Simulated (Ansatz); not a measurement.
## Response to strain in MoSi2

The parent structure is MoSi2 (space group I4/mmm, No. 139; a = 3.1740 Å, c = 7.7787 Å; relaxed with 0.1 eV smearing). Axes: x, y, z lie along a, b, c of the conventional cell.

Strains are applied to the cell and any free atomic positions relax; under biaxial strain the out-of-plane vector relaxes too.

Level of theory: DFT with LDA, PAW potentials and a 420 eV plane-wave cutoff in Ansatz (a quantum-chemistry and plane-wave program), scalar-relativistic without spin-orbit coupling.

Notes on the quantities. pressure: mean of the normal stresses, compression positive.

```csv
case,out-of-plane strain,pressure
base,–,0.0 GPa
"biaxial strain −3.00 %, plane normal [001], relaxed out of plane",+1.32 %,11.4 GPa
"biaxial strain −2.00 %, plane normal [001], relaxed out of plane",+0.83 %,7.4 GPa
"biaxial strain −1.00 %, plane normal [001], relaxed out of plane",+0.39 %,3.6 GPa
"biaxial strain −0.50 %, plane normal [001], relaxed out of plane",+0.19 %,1.7 GPa
"biaxial strain +0.50 %, plane normal [001], relaxed out of plane",-0.18 %,-1.7 GPa
"biaxial strain +1.00 %, plane normal [001], relaxed out of plane",-0.36 %,-3.3 GPa
"biaxial strain +1.50 %, plane normal [001], relaxed out of plane",-0.53 %,-4.8 GPa
"biaxial strain +2.50 %, plane normal [001], relaxed out of plane",-0.84 %,-7.7 GPa
"biaxial strain +3.00 %, plane normal [001], relaxed out of plane",-0.99 %,-9.1 GPa
```

Whether these cells are dynamically stable was not tested. The final runs are not spin-polarised.
